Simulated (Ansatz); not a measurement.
Start from TiSi$_{2}$ (space group Fddd, No. 70; a = 4.806 Å, b = 8.265 Å, c = 8.565 Å). Axes: x, y, z lie along a, b, c of the conventional cell.

(Cell as relaxed with PBE.)

Levels (all Ansatz, a first-principles code, PAW, earlier PAW set): PBE (420 eV, no spin-orbit coupling); r2SCAN (500 eV, without spin-orbit coupling).

Each level relaxes its own structure.

```csv
base,PBE,r2SCAN
volume per atom,14.18 Å³,13.97 Å³
band gap,zero,zero
```

One thing is altered: biaxial strain +3.24 %, plane normal [001], relaxed out of plane (Cartesian); in-plane vectors clamped, the third vector and the atoms free.

| quantity | PBE | r2SCAN |
|---|---|---|
| pressure (mean of the normal stresses, compression positive) | -5.7 GPa | (withheld) |
| shortest interatomic distance | 2.548 Å | (withheld) |
| energy relative to the base (free energy F) | +26 meV/atom | (withheld) |

Task: Predict the r2SCAN column.

Result: 
- pressure (mean of the normal stresses, compression positive), r2SCAN: -6.0 GPa
- shortest interatomic distance, r2SCAN: 2.533 Å
- energy relative to the base (free energy F), r2SCAN: +28 meV/atom

PBE's pressure lies 0.3 GPa above r2SCAN's; PBE's shortest interatomic distance lies 0.015 Å above r2SCAN's (0.6 %); PBE's energy relative to the base lies 1.3 meV/atom below r2SCAN's. Neither level is exact; r2SCAN is the comparison here, not a measurement.

Without a gap, meshes like the base's 13×13×13 leave anisotropic stresses uncertain by several tenths of a GPa, and small strain energies with them. Stability against distortions was not tested. All final runs are without spin polarisation.
